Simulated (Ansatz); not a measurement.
Take LiNbO3 (space group R3c, No. 161; a = 5.135 Å, c = 13.824 Å (hexagonal axes)) as the base.

Calculations: PBEsol (Ansatz, a first-principles code; PAW; 420 eV plane waves; no spin-orbit coupling).

Before the change:

```
Property    Result
--------  --------
Pressure  0.00 GPa
```

One thing is altered: the cell is scaled by 1.0150 in all directions; the atoms relax in the strained cell.

Predict the new energy relative to the base, pressure and largest internal atomic displacement.

The energy goes up by 7.1 meV/atom; the pressure (mean of the normal stresses, compression positive) goes from zero to -4.47 GPa; the largest internal atomic displacement comes out as 0.048 Å.

No phonon test of stability was made.
